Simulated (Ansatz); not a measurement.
AlB2-type HfB₂ was calculated with LDA in Ansatz (PAW).

Run with plane-wave cutoff 520 eV, 24×24×18 k mesh (along the axes of the cell as run), Fermi–Dirac smearing 0.087 eV (set by the program), scalar-relativistic PAW data made under PBE.

Cell (measured lattice):

```cif
data_B2Hf
_chemical_formula_sum 'Hf1 B2'
_space_group_name_H-M_alt 'P 1'
_space_group_IT_number 1
_cell_length_a 3.14000
_cell_length_b 3.14000
_cell_length_c 3.48000
_cell_angle_alpha 90.000
_cell_angle_beta 90.000
_cell_angle_gamma 120.000
loop_
_space_group_symop_operation_xyz
  'x, y, z'
loop_
_atom_site_label
_atom_site_type_symbol
_atom_site_fract_x
_atom_site_fract_y
_atom_site_fract_z
_atom_site_occupancy
Hf1 Hf 0.00000 0.00000 0.00000 1
B1 B 0.66667 0.33333 0.50000 1
B2 B 0.33333 0.66667 0.50000 1
```

Task: Predict the elastic constant C44, elastic constant C33, elastic constant C11, Young modulus, elastic constant C12, elastic constant C13 and elastic constant C66.

Result: 
* **elastic constant C44**: 254 GPa
* **elastic constant C33**: 427 GPa
* **elastic constant C11**: 576 GPa
* **Young modulus**: 534 GPa
* **elastic constant C12**: 52.9 GPa
* **elastic constant C13**: 106 GPa
* **elastic constant C66**: 262 GPa

Note: the cell isn't this level's own, so it is under some stress, which shifts stiffness and frequencies.

Elastic constants are with the ions relaxed.

Spin–orbit coupling is not included.

The computed numbers hold no vibrational or temperature effects.

It cost roughly 40 core-minutes of CPU time.

Ansatz is an electronic-structure program.
